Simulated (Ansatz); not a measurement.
Y: isotropic strain −1.40 %

The reference is Y in the hcp (Mg type) structure (space group P6_3/mmc, No. 194; a = 3.6826 Å, c = 5.6985 Å).

It is then changed as follows: the cell is scaled by 0.9860 in all directions, atoms relaxed at fixed cell.

The values are results of r2SCAN (Ansatz, a program for electronic structure; PAW; 500 eV plane waves; scalar-relativistic without spin-orbit coupling), not measurements. Γ-centred 15×15×8 mesh, Fermi–Dirac width 0.05 eV.

```tsv
quantity	base	changed	shift
volume per atom	33.46 Å³	32.08 Å³	-1.386 Å³
space group	P6_3/mmc (No. 194)	P6_3/mmc (No. 194)	–
shortest interatomic distance	3.555 Å	3.505 Å	-0.050 Å
energy relative to the base (free energy F)	0 meV/atom	+7.7 meV/atom	+7.7 meV/atom
pressure (mean of the normal stresses, compression positive)	0.0 GPa	1.8 GPa	+1.8 GPa
band gap	zero	zero	–
```

Whether these cells are dynamically stable was not tested. The final runs are not spin-polarised.
